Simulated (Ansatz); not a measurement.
# How the band gap of fluorite PbF2 (high-temperature phase) moves with the method

No measured value is used here.

```tsv
level (code)	value (eV)	cell (Å³/atom)
LDA (Ansatz)	4.26	17.38
PBE (Ansatz)	4.42	17.38
r²SCAN-D4 (Ansatz)	4.93	17.52
HSE06+SOC (Ansatz)	5.34 (indirect)	17.38
Hartree–Fock (Ansatz)	12.64	17.38
G0W0@PBE+SOC (Ansatz)	6.39	17.47
```

Computed values are for a static lattice. Spin–orbit coupling is included only where a level's name says +SOC; with heavier elements it mostly lowers gaps and can invert bands.  r²SCAN-D4: the gap is read on the k mesh or supercell of the run alone and can be too large. G0W0@PBE+SOC: filled d or f shells below the valence bands can shift G0W0 gaps through exchange with them, which wasn't tested here. G0W0@PBE+SOC: spin–orbit coupling enters as the shift of the gap found with a semilocal functional. Values are at the measured cell; r²SCAN-D4 at the level's own equilibrium cell. Cutoffs and k meshes differ between the levels. Ansatz's density-functional and Hartree–Fock values are scalar-relativistic unless marked +SOC, with PAW data made under PBE.

Ansatz is a quantum-chemistry and plane-wave program.
